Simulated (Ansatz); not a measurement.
Defect migration in bcc Nb: Ti-vacancy pair (Ti on one host Nb site, one Nb site vacant), neutral cell. The step: the Ti atom itself jumps into the vacancy (Ti-vacancy distance between ideal sites 2.87 Å throughout); the atom moves 2.52 Å along (0.43, 0.43, 0.46) of the unit cell; the moving atom starts with neighbours Nb at 2.85, 2 Nb at 2.88, 2 Nb at 2.92, Nb at 2.94, Nb at 2.97, 2 Nb at 3.12, Nb at 3.21, 2 Nb at 3.40, Nb at 3.42 Å and ends with Nb at 2.85, 2 Nb at 2.88, 2 Nb at 2.92, Nb at 2.94, Nb at 2.97, 2 Nb at 3.12, Nb at 3.21, 2 Nb at 3.40, Nb at 3.42 Å. A PBE band in Ansatz (plane-wave PAW, a 2×2×3 k-point mesh shifted by half a step, 36 host sites, 33 SCF runs with any check of the saddle's order, static, no finite-size correction) gives a forward barrier of 0.40 eV. The saddle point's order was not checked, and it lies on a symmetry element of the cell, where a band can be held. Forms of the defect that were not tried may lie lower.

Single points at the band's start and saddle point can refine it. Rough cost of one point, in units of the band's mean SCF on the same machine:

```tsv
Level	Cost of one point
PBE, a 3×3×4 k-point mesh shifted by half a step	about 3
r2SCAN at 500 eV, a 2×2×3 k-point mesh shifted by half a step	about 3
```

Which of these move the barrier by more than 0.1 eV, and how far does each move it?

Not one does. PBE, a 3×3×4 k-point mesh shifted by half a step: +0.08 eV; r2SCAN at 500 eV, a 2×2×3 k-point mesh shifted by half a step: +0.03 eV. Each functional is compared with PBE at the same k-points.

Ansatz is a program for electronic structure.
